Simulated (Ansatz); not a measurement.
Cost and result by functional for the adsorption energy of OH on the 1x1 (111) surface of fcc Ir, one in a 2x2 cell, started at the site 'hollow Ir-Ir-Ir over Ir at depth 2.2 Å', in Ansatz (plane waves, PAW). Single points on the PBE structure, on one kind of machine; costs are rough ratios of the slab run's core time (references not counted) to the cheapest single point. r2SCAN's cost holds its higher cutoff (500 against 420 eV). Differences are taken against r2SCAN for comparison alone: no measured value is at hand, so the table doesn't rank accuracy.

Set-up: 18 atoms, 6.6 Å thick at the start under the adsorbate (thin: gaps and levels are the slab's own); mesh 6x6x1; 0.1 eV smearing; dipole correction on; 8 atoms held, the rest relaxed; start symmetry kept, larger cells not searched; no spin, no spin-orbit, no U, no dispersion correction. At the end it is bonded to 2 Ir. In PBE it is, or lies within 0.03 eV of, the lowest of the starts that converged. These notes are the PBE run's. Adsorption energies are against H2O(g) − ½ H2(g). A negative adsorption energy means that the adsorbate is more stable on the surface than in its reference.

```
functional                     relative cost  adsorption energy (eV)  less r2SCAN (eV)
-----------------------------  -------------  ----------------------  ----------------
RPBE                                       1                    0.82              0.38
r2SCAN                                     2                    0.44              0.00
PBE (the relaxed run's value)              –                    0.62              0.17
```

The values span 0.38 eV, while the single points' costs differ by a factor of roughly 2. Differences are of unrounded values.

Ansatz is a first-principles code.
